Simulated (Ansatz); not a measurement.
Reference: CdTe (F-43m), PBEsol with spin-orbit coupling, rigid bands (plane waves, PAW; Ansatz, a program for electronic structure); axes and stresses refer to this cell.

```
CdTe
1.0
    0.00000     3.24462     3.24462
    3.24462     0.00000     3.24462
    3.24462     3.24462     0.00000
Cd Te
1 1
Direct
  0.00000   0.00000   0.00000
  0.25000   0.25000   0.25000
```

- Seebeck coefficient, p-type 1e19 cm⁻³ = 265 μV/K
- hole conductivity mass = 0.54 mₑ
- band gap = 0.38 eV

Task: Change: uniaxial stress along [110] of -1 GPa (compression positive). What happens to Seebeck coefficient, p-type 1e19 cm⁻³, hole conductivity mass, band gap?

Result: Seebeck coefficient, p-type 1e19 cm⁻³ drops to 219 μV/K; hole conductivity mass falls to 0.39 mₑ; band gap decreases to 0.31 eV.

Task: Change: uniaxial stress along [110] of 1 GPa (compression positive). What happens to Seebeck coefficient, p-type 1e19 cm⁻³, hole conductivity mass, band gap?

Result: Seebeck coefficient, p-type 1e19 cm⁻³ decreases to 219 μV/K; hole conductivity mass decreases to 0.34 mₑ; band gap falls to 0.34 eV.

Task: Change: uniaxial stress along [111] of -1 GPa (compression positive). What happens to Seebeck coefficient, p-type 1e19 cm⁻³, hole conductivity mass, band gap?

Result: Seebeck coefficient, p-type 1e19 cm⁻³ falls to 219 μV/K; hole conductivity mass shrinks to 0.37 mₑ; band gap shrinks to 0.31 eV.

Masses are for dilute carriers at 300 K, harmonic means over directions unless an axis is named. Seebeck coefficients are for the stated density at 300 K, with one relaxation time for all states and whether or not that doping can be reached. Stresses and pressures are the targets of the relaxation.  The structure type is held under load, also where the real crystal would transform.
